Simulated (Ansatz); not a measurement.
**Response to strain in Rh**

Consider Rh in the fcc (Cu type) structure (space group Fm-3m, No. 225).

```xyz
1
Lattice="0.0000 1.9000 1.9000 1.9000 0.0000 1.9000 1.9000 1.9000 0.0000" Properties=species:S:1:pos:R:3 pbc="T T T"
Rh     0.0000     0.0000     0.0000
```

Cartesian axes are those of the cell as printed.

Strains are applied to the cell and any free atomic positions relax; under biaxial strain the out-of-plane vector relaxes too; under stress the whole cell relaxes.

Level of theory: DFT with r2SCAN, PAW potentials and a 500 eV plane-wave cutoff in Ansatz (a program for electronic structure), no spin-orbit coupling.

Notes on the quantities. pressure: mean of the normal stresses, compression positive; energy relative to the base: free energy F.

```csv
variant,space group,pressure,energy relative to the base
base,Fm-3m (No. 225),0.0 GPa,0 meV/atom
"biaxial strain +1.29 %, plane normal [001], relaxed out of plane",I4/mmm (No. 139),-3.8 GPa,+6.4 meV/atom
"biaxial strain +0.38 %, plane normal [110], relaxed out of plane",Immm (No. 71),-1.5 GPa,+0.7 meV/atom
"biaxial strain +3.46 %, plane normal [110], relaxed out of plane",Immm (No. 71),?,?
"biaxial strain −4.16 %, plane normal [111], relaxed out of plane",R-3m (No. 166),21.9 GPa,+106 meV/atom
isotropic strain −1.04 %,Fm-3m (No. 225),9.6 GPa,+12 meV/atom
uniaxial strain ε_xx = +3.38 %,I4/mmm (No. 139),-8.4 GPa,+20 meV/atom
uniaxial strain ε_yy = −3.88 %,I4/mmm (No. 139),12.6 GPa,+31 meV/atom
uniaxial strain ε_zz = −1.27 %,I4/mmm (No. 139),3.8 GPa,+3.2 meV/atom
"uniaxial stress, 2 GPa compression along z",I4/mmm (No. 139),–,+0.5 meV/atom
```

Some entries are withheld; estimate them.


- biaxial strain +3.46 %, plane normal [110], relaxed out of plane, pressure: -11.5 GPa
- biaxial strain +3.46 %, plane normal [110], relaxed out of plane, energy relative to the base: +54 meV/atom

A biaxial case was relaxed in a doubled cell and then solved in the primitive one. Without a gap, meshes like the base's 21×21×21 leave anisotropic stresses uncertain by several tenths of a GPa, and small strain energies with them. Beyond what the load breaks, stability against distortions was not tested. All final runs are without spin polarisation. Rh lies near a magnetic instability that expansion can trigger; it was not tested.
